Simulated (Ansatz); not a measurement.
The reference is W$_{2}$C (space group P-3m1, No. 164; a = 3.034 Å, c = 4.658 Å; relaxed with 0.1 eV smearing). Axes: x lies along a and z along c of the hexagonal cell.

(Cell as relaxed with PBE-D3(BJ).)

Levels (all Ansatz, a first-principles code, PAW): PBE-D3(BJ) (420 eV, no SOC); PBEsol-D3(BJ) (420 eV, spin-orbit coupling left out).

Each level relaxes its own structure.

```csv
base,PBE-D3(BJ),PBEsol-D3(BJ)
volume per atom,12.38 Å³,12.08 Å³
lattice parameter a,5.734 bohr,5.685 bohr
band gap,zero,zero
```

Now apply this change: compressive biaxial strain of 1.39 % in the plane normal to [001], as in epitaxy on a mismatched substrate; the out-of-plane cell vector and the atoms relax.

```json
[
 {"quantity": "out-of-plane strain", "PBE-D3(BJ)": "+1.43 %", "PBEsol-D3(BJ)": "+1.44 %"},
 {"quantity": "shortest interatomic distance", "PBE-D3(BJ)": "3.993 bohr", "PBEsol-D3(BJ)": "3.962 bohr"}
]
```

PBE-D3(BJ)'s shortest interatomic distance lies 0.031 bohr above PBEsol-D3(BJ)'s (0.8 %). Neither level is exact; PBEsol-D3(BJ) is the comparison here, not a measurement.

Stability against distortions was not tested. The final runs are not spin-polarised.
